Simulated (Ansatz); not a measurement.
## Response to strain in SiC

Take SiC (space group P6_3mc, No. 186) as the base.

```xyz
8
Lattice="3.0941 0.0000 0.0000 -1.5471 2.6796 0.0000 0.0000 0.0000 10.1293" Properties=species:S:1:pos:R:3 pbc="T T T"
Si     0.0000     0.0000     5.0678
Si     0.0000     0.0000     0.0031
Si     0.0000     1.7864     2.5349
Si     1.5471     0.8932     7.5995
C      0.0000     0.0000     3.1690
C      0.0000     0.0000     8.2336
C      0.0000     1.7864     0.6302
C      1.5471     0.8932     5.6948
```

Strains are applied to the cell and any free atomic positions relax.

All numbers come from PBE (Ansatz, a program for electronic structure, PAW, no spin-orbit coupling).

Notes on the quantities. pressure: mean of the normal stresses, compression positive.

```
isotropic strain (%)  pressure (GPa)
--------------------  --------------
0                                0.0
0.75                               ?
1.5                             -8.7
2.25                           -12.5
3                              -15.8
```

### Question
Fit P = P₀ − Bδ + Cδ² with δ = (1 + ε)³ − 1 to the rows shown and predict the withheld row.

### Answer
Least squares on the printed values gives P₀ = 0.0 GPa, B = 211 GPa (at held cell shape), C = 433 GPa (largest residual 0.0 GPa); this predicts -4.6 GPa, and the run gives -4.6 GPa, in agreement.

Stability against distortions was not tested.
